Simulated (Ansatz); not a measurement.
**A computed series for BN: response to strain**

Start from BN in the zinc blende structure (space group F-43m, No. 216).

```
BN
1.0
    0.00000     1.80487     1.80487
    1.80487     0.00000     1.80487
    1.80487     1.80487     0.00000
N B
1 1
Direct
  0.75000   0.75000   0.75000
  0.00000   0.00000   0.00000
```

Strains are applied to the cell and any free atomic positions relax.

The values are results of r2SCAN (Ansatz, a first-principles code), without spin-orbit coupling, not measurements.

```tsv
isotropic strain (%)	band gap (eV)
-5.31	5.20
-2.65	5.10
-1.87	?
-1.26	5.05
0	5.00
```

Problem. Fit E_g = E₀ + Dε (ε in %) to the rows shown and predict the withheld row.

Solution. Least squares on the printed values gives E₀ = 5.00 eV, D = -37.5 meV per % of strain (largest residual 0.00 eV); this predicts 5.07 eV, and the run gives 5.07 eV, in agreement.

No phonon test of stability was made.
